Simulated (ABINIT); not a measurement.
Worked example: self-consistent single point of BaLa2Se4 (I-42d, 14 atoms in the cell) in ABINIT

Method of the run: LDA (PW92), PAW (JTH v2.0 LDA PAW) (plane waves; ABINIT 10.0.3).

Input as run:

```
# Ba(LaSe2)2, JTH v2.0 LDA PAW
pp_dirpath "./"
pseudos "Ba.LDA_PW-JTH.xml, La.LDA_PW-JTH.xml, Se.LDA_PW-JTH.xml"
acell 3*1.0
rprim
        -8.9962812115    8.9962812115    8.9309892842
         8.9962812115   -8.9962812115    8.9309892842
         8.9962812115    8.9962812115   -8.9309892842
natom 14
ntypat 3
znucl 56 57 34
typat 1 1 2 2 2 2 3 3 3 3 3 3 3 3
xred
         0.7500000000    0.2500000000    0.5000000000
         0.0000000000    0.0000000000    0.0000000000
         0.3750000000    0.7510700000    0.8760700000
         0.2489300000    0.1250000000    0.6239300000
         0.8750000000    0.4989300000    0.1239300000
         0.5010700000    0.6250000000    0.3760700000
         0.2679800000    0.8606300000    0.2531700000
         0.1393700000    0.3925400000    0.4073500000
         0.6074600000    0.0148100000    0.7468300000
         0.9851900000    0.7320200000    0.5926500000
         0.4820200000    0.2351900000    0.0926500000
         0.6106300000    0.5179800000    0.7531700000
         0.1425400000    0.3893700000    0.9073500000
         0.7648100000    0.8574600000    0.2468300000
ecut 26
pawecutdg 52
pawxcdev 0
occopt 7
tsmear 0.00183747
nband 70
kptopt 1
ngkpt 2 2 2
nshiftk 1
shiftk 0.5 0.5 0.5
nstep 60
toldfe 1.0e-09
prtwf 0
prtden 0
prtvol 1
```

Output, abridged:

```
 Symmetries : space group I-4 2 d (#122); Bravais tI (body-center tetrag.)

 -outvars: echo values of preprocessed input variables --------
            acell      1.0000000000E+00  1.0000000000E+00  1.0000000000E+00 Bohr
             ecut      2.60000000E+01 Hartree
              ixc       -1012
         kptrlatt        2    0    0      0    2    0      0    0    2
          kptrlen      3.10888225E+01
            natom          14
            nband          70
            ngfft          72      72      72
          ngfftdg         108     108     108
             nkpt           3
            nstep          60
             nsym           8
           ntypat           3
           occopt           7
        pawecutdg      5.20000000E+01 Hartree
         pawxcdev           0
            rprim     -8.9962812115E+00  8.9962812115E+00  8.9309892842E+00
                       8.9962812115E+00 -8.9962812115E+00  8.9309892842E+00
                       8.9962812115E+00  8.9962812115E+00 -8.9309892842E+00
           shiftk      5.00000000E-01  5.00000000E-01  5.00000000E-01
          spgroup         122
           toldfe      1.00000000E-09 Hartree
           tsmear      1.83747000E-03 Hartree
            typat      1  1  2  2  2  2  3  3  3  3  3  3  3  3
           useylm           1
             xred      7.5000000000E-01  2.5000000000E-01  5.0000000000E-01
                       0.0000000000E+00  0.0000000000E+00  0.0000000000E+00
                       3.7500000000E-01  7.5107000000E-01  8.7607000000E-01
                       2.4893000000E-01  1.2500000000E-01  6.2393000000E-01
                       8.7500000000E-01  4.9893000000E-01  1.2393000000E-01
                       5.0107000000E-01  6.2500000000E-01  3.7607000000E-01
                       2.6798000000E-01  8.6063000000E-01  2.5317000000E-01
                       1.3937000000E-01  3.9254000000E-01  4.0735000000E-01
   [... lines left out ...]
                       1.4254000000E-01  3.8937000000E-01  9.0735000000E-01
                       7.6481000000E-01  8.5746000000E-01  2.4683000000E-01
            znucl       56.00000   57.00000   34.00000

== DATASET  1 ==================================================================

 Real(R)+Recip(G) space primitive vectors, cartesian coordinates (Bohr,Bohr^-1):
 R(1)= -8.9962812  8.9962812  8.9309893  G(1)=  0.0000000  0.0555785  0.0559848
 R(2)=  8.9962812 -8.9962812  8.9309893  G(2)=  0.0555785  0.0000000  0.0559848
 R(3)=  8.9962812  8.9962812 -8.9309893  G(3)=  0.0555785  0.0555785  0.0000000
 Unit cell volume ucvol=  2.8912497E+03 bohr^3
 Angles (23,13,12)=  1.09275079E+02  1.09275079E+02  1.09864221E+02 degrees

 Coarse grid specifications (used for wave-functions):

 getcut: wavevector=  0.0000  0.0000  0.0000  ngfft=  72  72  72
         ecut(hartree)=     26.000   => boxcut(ratio)=   2.01798

 Fine grid specifications (used for densities):

 getcut: wavevector=  0.0000  0.0000  0.0000  ngfft= 108 108 108
         ecut(hartree)=     52.000   => boxcut(ratio)=   2.14039

   7.00964187E+04                                ecore*ucvol(ha*bohr**3)

_setup2: Arith. and geom. avg. npw (full set) are   18304.500   18304.499
--- !BeginCycle
solver: {iscf: 17, nstep: 60, nline: 4, wfoptalg: 10, }
tolerances: {toldfe: 1.00E-09, }
...

     iter   Etot(hartree)      deltaE(h)  residm     nres2
 ETOT  1  -256.84630695273    -2.568E+02 3.354E-01 1.220E+02
 ETOT  2  -259.73702014769    -2.891E+00 6.483E-02 1.202E+02
 ETOT  3  -259.31095822601     4.261E-01 3.635E-03 4.334E+01
 ETOT  4  -259.14059582843     1.704E-01 9.836E-03 7.594E+00
 ETOT  5  -259.11373999391     2.686E-02 1.075E-02 9.941E-01
 ETOT  6  -259.11113744206     2.603E-03 1.257E-02 1.777E-01
 ETOT  7  -259.11069438820     4.431E-04 3.624E-04 4.265E-03
 ETOT  8  -259.11071523244    -2.084E-05 2.274E-04 6.172E-04
 ETOT  9  -259.11071652567    -1.293E-06 1.307E-04 5.470E-04
 ETOT 10  -259.11071444539     2.080E-06 8.606E-05 7.099E-05
 ETOT 11  -259.11071429139     1.540E-07 7.158E-05 5.019E-06
 ETOT 12  -259.11071429124     1.532E-10 9.889E-05 8.624E-07
 ETOT 13  -259.11071429044     8.015E-10 4.205E-05 2.880E-07
 At SCF step   13, etot is converged :
  for the second time, diff in etot=  8.015E-10 < toldfe=  1.000E-09

 Cartesian components of stress tensor (hartree/bohr^3)
  sigma(1 1)=  2.25752985E-04  sigma(3 2)=  0.00000000E+00
  sigma(2 2)=  2.25752985E-04  sigma(3 1)=  0.00000000E+00
  sigma(3 3)=  2.33140120E-04  sigma(2 1)=  0.00000000E+00

 ----iterations are completed or convergence reached----

 reduced coordinates (array xred) for   14 atoms
       0.750000000000      0.250000000000      0.500000000000
       0.000000000000      0.000000000000      0.000000000000
       0.375000000000      0.751070000000      0.876070000000
       0.248930000000      0.125000000000      0.623930000000
       0.875000000000      0.498930000000      0.123930000000
       0.501070000000      0.625000000000      0.376070000000
       0.267980000000      0.860630000000      0.253170000000
       0.139370000000      0.392540000000      0.407350000000
       0.607460000000      0.014810000000      0.746830000000
       0.985190000000      0.732020000000      0.592650000000
       0.482020000000      0.235190000000      0.092650000000
       0.610630000000      0.517980000000      0.753170000000
       0.142540000000      0.389370000000      0.907350000000
       0.764810000000      0.857460000000      0.246830000000
 cartesian forces (eV/Angstrom) at end:
    1     -0.00000000000000    -0.00000000000000     0.00000000000000
    2     -0.00000000000000    -0.00000000000000     0.00000000000000
    3     -0.13413885949259    -0.00000000000000     0.00000000000000
    4     -0.00000000000000     0.13413885949259     0.00000000000000
    5      0.13413885949259     0.00000000000000     0.00000000000000
    6      0.00000000000000    -0.13413885949259     0.00000000000000
    7      0.03548229334855     0.00811896967459    -0.15631844408854
    8      0.00811896967459    -0.03548229334855     0.15631844408854
    9     -0.03548229334855    -0.00811896967459    -0.15631844408854
   10     -0.00811896967459     0.03548229334855     0.15631844408854
   11      0.03548229334855    -0.00811896967459     0.15631844408854
   [... lines left out ...]
 Fermi (or HOMO) energy (hartree) =   0.06631   Average Vxc (hartree)=  -0.36515
   [... lines left out ...]
   2.00000    2.00000    2.00000    2.00000    2.00000    2.00000    2.00000    2.00000
   2.00000    2.00000    2.00000    2.00000    2.00000    2.00000    2.00000    2.00000
   2.00000    2.00000    2.00000    2.00000    2.00000    2.00000    2.00000    2.00000
   2.00000    2.00000    2.00000    2.00000    2.00000    2.00000    2.00000    2.00000
   0.00000    0.00000    0.00000    0.00000    0.00000    0.00000    0.00000    0.00000
   0.00000    0.00000    0.00000    0.00000    0.00000    0.00000
 prteigrs : prtvol=0 or 1, do not print more k-points.

--- !EnergyTerms
comment             : Components of total free energy in Hartree
kinetic             :  8.35756307672811E+01
hartree             :  2.90710147128579E+01
xc                  : -1.10925207980365E+02
Ewald energy        : -2.26500111047313E+02
psp_core            :  2.42443321508601E+01
local_psp           : -9.08035409533272E+01
spherical_terms     :  3.22271827259340E+01
internal            : -2.59110699624071E+02
'-kT*entropy'       : -7.29639926804170E-18
total_energy        : -2.59110699624071E+02
total_energy_eV     : -7.05076070970377E+03
...

-Cartesian components of stress tensor (GPa)         [Pressure= -6.7143E+00 GPa]
- sigma(1 1)=  6.64188102E+00  sigma(3 2)=  0.00000000E+00
- sigma(2 2)=  6.64188102E+00  sigma(3 1)=  0.00000000E+00
- sigma(3 3)=  6.85921800E+00  sigma(2 1)=  0.00000000E+00

 Calculation completed.
```

The run converged in 13 iterations.

The starting cell comes from a database of computed structures (which also holds hypothetical and non-ambient phases and stackings), without a prior relaxation at this level. Its lattice was rescaled by a random factor within 2.5 % of one. With a pressure of about -7 GPa the cell is away from its equilibrium volume at this level.

Cost on one core of a shared machine: roughly 10 min.
